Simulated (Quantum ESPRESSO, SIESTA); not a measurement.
Equation of state of wurtzite AlN (space group 186): energy against volume (SIESTA, LDA)

```yaml
crystal:
  lattice:
    - [2.98904, 0.00000, 0.00000]
    - [-1.49452, 2.58859, 0.00000]
    - [0.00000, 0.00000, 4.78631]
  atoms:
    - { symbol: Al, position: [0.33333, 0.66667, 0.00000] }
    - { symbol: Al, position: [0.66667, 0.33333, 0.50000] }
    - { symbol: N, position: [0.33333, 0.66667, 0.38200] }
    - { symbol: N, position: [0.66667, 0.33333, 0.88200] }
```

Level of theory: SIESTA with LDA PW92, numerical atomic orbitals DZP, PseudoDojo LDA standard norm-conserving potentials (rewritten from UPF to PSML). Settings: XC.functional = LDA; XC.authors = PW92; potentials = PseudoDojo LDA standard; PAO.BasisSize = DZP; PAO.EnergyShift = 0.01 Ry; MeshCutoff = 455 Ry; kgrid.MonkhorstPack = 12 12 7; OccupationFunction = FD; ElectronicTemperature = 116.05 K; MaxSCFIterations = 150; SCF.Mixer.Method = Pulay; SCF.Mixer.Weight = 0.1; SCF.Mixer.History = 8; SCF.DM.Tolerance = 1.0E-05. The cell above is the first row's. The rows scale it uniformly. In all rows fractional positions and the k mesh are held. E is the free energy at the stated smearing, counted from the lowest row.

| V (Å^3/atom) | E (meV/atom) |
|---|---|
| 9.258 | 74.21 |
| 9.460 | 45.83 |
| 9.661 | 24.86 |
| 9.862 | 10.63 |
| 10.063 | 2.53 |
| 10.265 | 0.00 |
| 10.466 | 2.53 |
| 10.667 | 9.68 |
| 10.869 | ? |

Task: Using the third-order Birch-Murnaghan form, a cubic in V^(-2/3), estimate the missing E at V = 10.869 from the other rows, showing the fit.

Result: With u = V^(-2/3) - 0.216, the rows have u = 0.010806, 0.007566, 0.004454, 0.001449, -0.001457, -0.004281, -0.007000, -0.009634. Least squares gives E = 5.912 + 2797.11·u + 328746·u² - 237336·u³. Residuals (row less fit): -0.016, 0.039, -0.011, -0.025, -0.005, 0.019, 0.008, -0.009; standard error 0.027 (degrees of freedom: 4). Its minimum lies at u = -0.004235, so V0 = (0.211765)^(-3/2) = 10.26. There d²E/du² = 663500 and d³E/du³ = -1424000, so B0 = (4/9) × 10.26^(-7/3) × 663500 × 0.160218 = 206 GPa (the last factor turns the table's units into GPa), and B0' = 4 + (2/3) × 0.211765 × (-1424000)/663500 = 3.7. The program's pressures in the fitted runs (not shown) pass through zero at V = 10.26, 0.00 % from this V0. At the withheld row, u = -0.012199, so E = 5.912 + 2797.11 × (-0.012199) + 328746 × (-0.012199)² - 237336 × (-0.012199)³ = 21.143 meV/atom. The calculation gives 20.99 meV/atom, 0.153 meV/atom below the prediction (0.2 % of the range of E in the table). The row lies outside the fitted rows, so this is an extrapolation. From the scatter of the fitted rows alone, a prediction at this place has a standard error of 0.067 meV/atom, so the miss is 2.3 times that.

Carrying the step between the two nearest rows on in a straight line would have given 16.87, off by 4.12; series whose last step already gives the withheld value aren't shown. The scan was laid around a cell of about the measured size, scaled by a guess for this functional; axis ratios and inner coordinates come from that cell. The runs keep the symmetry of the cell, so they don't test it for distortions. A plane-wave scan with the same functional (Quantum ESPRESSO, GBRV) gives V0 = 10.26 Å^3/atom and B0 = 212 GPa; a Birch-Murnaghan fit to all rows here lies 0.0 % from it in V0 and -3 % in B0; the two differ in basis, and may differ in potentials and mesh. Values carry the incompleteness of an atom-centred basis. The shape of the cell and the inner coordinates aren't relaxed, so V0 and B0 belong to this uniform scaling; a relaxed crystal lies no higher in energy and is usually softer (forces reach 0.03 eV/Å in these rows). Cutoffs and mesh are single choices, not tested for convergence of this quantity. Series with a scatter that would blur these digits, or in which a gap closes, are not shown. Nor are scans whose minimum lies at an end fitted in this form.
